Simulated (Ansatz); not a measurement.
Pressure series in La2O3

Consider La2O3 (space group P-3m1, No. 164; a = 3.940 Å, c = 6.188 Å).

Cell and atoms are relaxed at each pressure.

Level of theory: PBE, PAW, 420 eV (Ansatz, an electronic-structure program; no SOC), earlier PAW set.

Candidates:
(a) pressure 2.1 GPa
(b) pressure −1 GPa
(c) pressure 15 GPa

Before the change:

| Quantity | Result |
|---|---|
| c/a ratio | 1.570 |

Q: Order them by c/a ratio, highest first.

A: (b) pressure −1 GPa (1.576), (a) pressure 2.1 GPa (1.558), (c) pressure 15 GPa (1.482)

Load acts through the strain it causes; cell and atoms are relaxed under it. No phonon test of stability was made. No other phases were tried under pressure.
